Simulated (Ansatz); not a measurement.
Results of LDA (Ansatz, an electronic-structure program, plane waves, PAW) for LaScO3 (Pnma, No. 62).

Run with plane-wave cutoff 520 eV, 6×4×6 k mesh (along the axes of the cell as run), Fermi–Dirac smearing 0.01 eV, scalar-relativistic PAW data made under PBE.

Cell (relaxed at this level):

```
CELL_PARAMETERS angstrom
      5.71013     0.00000     0.00000
      0.00000     7.96083     0.00000
      0.00000     0.00000     5.59558
ATOMIC_POSITIONS crystal
  La 0.95431 0.25000 0.01130
  La 0.04569 0.75000 0.98870
  La 0.54569 0.75000 0.51130
  La 0.45431 0.25000 0.48870
  Sc 0.50000 0.00000 0.00000
  Sc 0.00000 0.00000 0.50000
  Sc 0.00000 0.50000 0.50000
  Sc 0.50000 0.50000 0.00000
  O  0.53218 0.25000 0.90157
  O  0.46782 0.75000 0.09843
  O  0.96782 0.75000 0.40157
  O  0.03218 0.25000 0.59843
  O  0.29562 0.94748 0.70460
  O  0.70438 0.05252 0.29540
  O  0.20438 0.05252 0.20460
  O  0.79562 0.94748 0.79540
  O  0.79562 0.55252 0.79540
  O  0.20438 0.44748 0.20460
  O  0.70438 0.44748 0.29540
  O  0.29562 0.55252 0.70460
```

Question: Give the computed band gap.

Answer: 
band gap: 3.90 eV

Spin–orbit coupling is not included.

Static lattice: no zero-point or thermal effects.

Computing time: very roughly 5 core-minutes.
